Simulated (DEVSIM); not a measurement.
Structure: Cr/Al2O3/p-Ge capacitor, at 300 K.

| layer (left to right) | material | thickness (nm) | Na (cm⁻³) |
|---|---|---|---|
| 1 | Al2O3 | 22.0 | - |
| 2 | Ge | 7900 | 1.1e16 |

Metal gate on the left, work function 4.5 eV. Fixed charge at the semiconductor interface -9.4e10 cm⁻² (in units of +e); no interface traps.

The device is made up for the run: typed textbook-type constants, with dimensions and the other settings drawn at random. Values at 300 K.

| parameter | Al2O3 | Ge |
|---|---|---|
| gap (eV) | 6.8 | 0.664 |
| affinity (eV) | 1.35 | 4 |
| permittivity | 9 | 16 |
| Nc (cm⁻³) | - | 1.04e19 |
| Nv (cm⁻³) | - | 6e18 |

Simulated with DEVSIM: 1D Poisson equation in equilibrium, Boltzmann statistics, complete ionisation; no quantum confinement or tunnelling. Metal contacts follow the ideal Schottky-Mott rule: no Fermi-level pinning, no interface dipoles.

### Question
Tabulate band edges, carrier densities and field at 0.35 V on the gate.

### Answer
Energies count from the Fermi level of the right contact; mesh points crowd at the junctions.

```
x (μm)    Ec (eV)  Ev (eV)  n (cm⁻³)  p (cm⁻³)  field (V/cm)
--------  -------  -------  --------  --------  ------------
0.000       2.800   -4.000     < 1e2     < 1e2         58000
0.001645    2.810   -3.990     < 1e2     < 1e2         58000
0.005575    2.833   -3.967     < 1e2     < 1e2         58000
0.01335     2.878   -3.922     < 1e2     < 1e2         58000
0.02005     2.917   -3.883     < 1e2     < 1e2         58000
0.02187     2.928   -3.873     < 1e2     < 1e2         58000
0.02337     0.281   -0.383    2.0e14    2.2e12         22000
0.02971     0.295   -0.369    1.2e14    3.8e12         21000
0.04298     0.322   -0.342    4.1e13    1.1e13         20000
0.07802     0.383   -0.281    3.9e12    1.1e14         15000
0.1636      0.470   -0.194    1.3e11    3.3e15          5700
0.5212      0.501   -0.163    4.0e10    1.1e16           ≈ 0
1.270       0.501   -0.163    4.0e10    1.1e16           ≈ 0
3.140       0.501   -0.163    4.0e10    1.1e16           ≈ 0
6.494       0.501   -0.163    4.0e10    1.1e16           ≈ 0
7.351       0.501   -0.163    4.0e10    1.1e16           ≈ 0
7.702       0.501   -0.163    4.0e10    1.1e16           ≈ 0
7.834       0.501   -0.163    4.0e10    1.1e16           ≈ 0
7.898       0.501   -0.163    4.0e10    1.1e16           ≈ 0
7.913       0.501   -0.163    4.0e10    1.1e16           ≈ 0
7.919       0.501   -0.163    4.0e10    1.1e16           ≈ 0
7.922       0.501   -0.163    4.0e10    1.1e16           ≈ 0
```
